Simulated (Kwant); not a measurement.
Device: wire with a side stub in a Ge (holes) two-dimensional gas. Effective mass 0.06 mₑ, grid spacing 1.7 nm, hard walls, nominal width 40 nm (23 grid rows, so walls 40.8 nm apart), one parabolic valley, scattering region 120 nm long along x; energies count from the band bottom; Fermi energy swept from 0.0031336 to 0.037211 eV. Closed stub on one side, 42 nm wide and 45 nm deep.

The device is made up for the run: typed textbook-type constants, with dimensions and the other settings drawn at random.

Kwant, effective-mass tight-binding model on a square grid, one spin, coherent transport at 0 K. Conductance is in e²/h.

Task: How many channels do the leads carry at E = 27.8, 36.9 meV?

Result: The hard-wall thresholds are n² ħ²π²/(2mW²) = n² × 3.76 meV with W = 40.8 nm. √(27.8/3.76) = 2.72, so 2. √(36.9/3.76) = 3.13, so 3.
